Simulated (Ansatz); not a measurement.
The starting structures come from a database of crystals and need not be the phases stable at ambient conditions.

Tunnelling through a barrier is set by its complex band structure: the current falls as exp(−2κd) with the smallest κ.

```
CELL_PARAMETERS angstrom
      7.05497     0.00000     0.00000
      3.52749     8.49395    -0.00909
      0.00000     2.93675     6.41468
ATOMIC_POSITIONS crystal
  Tl 0.25000 0.50000 0.75000
  Tl 0.50000 0.00000 0.50000
  Tl 0.75000 0.50000 0.25000
  Tl 0.00000 0.00000 0.00000
  Cl 0.49653 0.67500 0.40560
  Cl 0.66940 0.17500 0.74653
  Cl 0.82847 0.67500 0.91940
  Cl 0.15560 0.17500 0.07847
  Cl 0.25347 0.82500 0.84440
  Cl 0.08060 0.32500 0.50347
  Cl 0.92153 0.82500 0.33060
  Cl 0.59440 0.32500 0.17153
```

Space group of this cell: I4_1/a. The cell was relaxed by PBE-D3(BJ); by PBEsol its mean pressure is -0.9 GPa.

Transport runs along the normal of the first two printed cell vectors, the (101) plane of the conventional cell.

The gap is the functional's own. No spin-orbit coupling. Mid-gap values are interpolated on the energy grid.

Question: Compute, with PBEsol in Ansatz (a program for electronic structure), the band gap and the smallest decay constant κ at mid-gap.

Answer: Gap 2.03 eV on a 6×6×6 mesh; κ = 0.340 1/Å, at (0.500, 0.250) of the in-plane reciprocal vectors. At the zone centre, at the nearest computed energy, the slowest state has κ = 0.40 1/Å.
